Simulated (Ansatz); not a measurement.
# What isotropic strain −1.48 % does to Rh

Start from Rh in the fcc (Cu type) structure (space group Fm-3m, No. 225; a = 3.8015 Å; relaxed with 0.1 eV smearing).

It is then changed as follows: the cell is scaled by 0.9852 in all directions; the atoms relax in the strained cell.

The values are results of r2SCAN (Ansatz, a first-principles code), scalar-relativistic without spin-orbit coupling, not measurements. Γ-centred 30×30×30 mesh, Fermi–Dirac width 0.1 eV.

```tsv
quantity	base	changed	shift
volume per atom	13.73 Å³	13.13 Å³	-0.60 Å³
space group	Fm-3m (No. 225)	Fm-3m (No. 225)	–
shortest interatomic distance	2.688 Å	2.648 Å	-0.040 Å
energy relative to the base (free energy F)	0 meV/atom	+25 meV/atom	+25 meV/atom
pressure	0.0 GPa	14.0 GPa	+14.0 GPa
band gap	zero	zero	–
```

Final structure:

```
Rh
1.0
    0.00000     1.87264     1.87264
    1.87264     0.00000     1.87264
    1.87264     1.87264     0.00000
Rh
1
Direct
  0.00000   0.00000   0.00000
```

Whether these cells are dynamically stable was not tested. The final runs are not spin-polarised.
